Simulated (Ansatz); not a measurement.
For V5Ge3 (I4/mcm, No. 140), PBEsol (Ansatz, a first-principles code, plane waves, PAW) gives:

| Quantity | Value |
|---|---|
| lattice constant a | 9.467 Å |
| lattice parameter c | 4.779 Å |

Q: What does r²SCAN+rVV10 in Ansatz (PAW) give for the same quantities?

A: 
- lattice constant a: 9.502 Å (goes up by 0.4 %)
- lattice parameter c: 4.787 Å (grows by 0.2 %)

Changes are worked out from the printed values.

Unless a cell is named, each level is at its own relaxed cell (PBEsol 13.39, r²SCAN+rVV10 13.51 Å³/atom).

The crystal itself was run without spin with PBEsol, r²SCAN+rVV10.

Caveats: the relaxation could not lower the start's symmetry, so the cell can be a saddle point above a distorted one (PBEsol, r²SCAN+rVV10). Ansatz's density-functional and Hartree–Fock values are scalar-relativistic unless marked +SOC, with PAW data made under PBE.
